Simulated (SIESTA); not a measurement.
Worked example: self-consistent single point of ZnCu (P1, 2 atoms in the cell) in SIESTA.

Method: LDA PW92, numerical atomic orbitals DZP, PseudoDojo LDA standard norm-conserving potentials (rewritten from UPF to PSML) in SIESTA.

```xyz
2
Lattice="1.4880 -2.1213 0.0000 1.4880 2.1213 0.0000 0.0000 0.0000 4.1407" Properties=species:S:1:pos:R:3 pbc="T T T"
Zn     1.4732    -0.0182     2.1737
Cu     0.0148     0.0182    -0.1034
```

Reference input (self-consistent single point, DFT, GGA PBEsol, numerical atomic orbitals DZP, PseudoDojo PBEsol standard norm-conserving potentials (rewritten from UPF to PSML)): XC.functional = GGA; XC.authors = PBEsol; potentials = PseudoDojo PBEsol standard; PAO.BasisSize = DZP; PAO.EnergyShift = 0.01 Ry; MeshCutoff = 300 Ry; kgrid.MonkhorstPack = 11 11 7; OccupationFunction = MP; OccupationMPOrder = 0; ElectronicTemperature = 200 meV; MaxSCFIterations = 150; SCF.Mixer.Method = Pulay. This run's input differs from it in these lines:

```diff
@@ -1,2 +1,2 @@
-# files in the folder: Zn.psml Cu.psml (PseudoDojo PBEsol standard)
+# files in the folder: Zn.psml Cu.psml (PseudoDojo LDA standard)
 SystemName  ZnCu
@@ -22,4 +22,4 @@
 
-XC.functional                GGA
-XC.authors                   PBEsol
+XC.functional                LDA
+XC.authors                   PW92
 PAO.BasisSize                DZP
```

Log, with long lists cut:

```
        iscf     Eharris(eV)        E_KS(eV)     FreeEng(eV)     dDmax    Ef(eV) dHmax(eV)
   scf:    1   -10764.791216   -10812.484697   -10812.503123  3.787704  3.101929 30.793928
   scf:    2   -10839.204493   -10827.685798   -10827.703131  0.968220  1.549927 18.573605
   scf:    3   -10841.002509   -10835.596473   -10835.606224  0.839710  0.274661 10.466017
   scf:    4   -10837.887461   -10837.193851   -10837.203833  0.465073 -0.334444  2.210411
   scf:    5   -10837.149560   -10837.250319   -10837.259462  0.140724 -0.377691  1.845008
   [... 9 lines left out ...]
   scf:   15   -10837.298518   -10837.298518   -10837.308098  0.000044 -0.415124  0.000486
   scf:   16   -10837.298518   -10837.298518   -10837.308098  0.000013 -0.415103  0.000153
   scf:   17   -10837.298518   -10837.298518   -10837.308098  0.000018 -0.415194  0.000091
   scf:   18   -10837.298518   -10837.298518   -10837.308098  0.000003 -0.415203  0.000075
SCF Convergence by DM+H criterion
max |DM_out - DM_in|         :     0.0000033868
max |H_out - H_in|      (eV) :     0.0000746146
SCF cycle converged after 18 iterations

Using DM_out to compute the final energy and forces

siesta: E_KS(eV) =           -10837.2985

siesta: E_KS - E_eggbox =    -10837.2985

siesta: Atomic forces (eV/Ang):
     1    0.110367    0.006799   -1.316187
     2   -0.114009    0.003814    1.312623
   Tot   -0.003642    0.010613   -0.003563
   Max    1.316187
   Res    0.761639    sqrt( Sum f_i^2 / 3N )
   Max    1.316187    constrained

Stress tensor Voigt[x,y,z,yz,xz,xy] (kbar):      136.39      189.21      155.87        3.95        6.79        0.32
(Free)E + p*V (eV/cell)   -10839.9266
Target enthalpy (eV/cell)   -10837.3081

siesta: Program's energy decomposition (eV):
siesta: FreeEng =    -10837.308098

   [... lines left out ...]
siesta:     0.085126    0.000200    0.004237
siesta:     0.000200    0.118095    0.002462
siesta:     0.004237    0.002462    0.097284

siesta: Cell volume =         26.140965 Ang**3

siesta: Pressure (static):
siesta:                Solid            Molecule  Units
siesta:          -0.00109097         -0.00069802  Ry/Bohr**3
siesta:          -0.10016844         -0.06408909  eV/Ang**3
siesta:        -160.48753885       -102.68204771  kBar
```

The run converged in 18 iterations. Against the reference run the pressure goes from -10.48 to -16.05 GPa and the largest force goes from 1.476 to 1.321 eV/Å.

The starting cell comes from a database of computed structures (which also holds hypothetical and non-ambient phases and stackings), without a prior relaxation at this level. Its atoms were displaced at random from the sites of space group no. 65. Spin polarisation is off. Values carry the incompleteness of an atom-centred basis. With a pressure of about -16 GPa the cell is away from its equilibrium volume at this level. Forces in this geometry exceed 1 eV/Å.

Cost on one core of a shared machine: roughly 50 s.
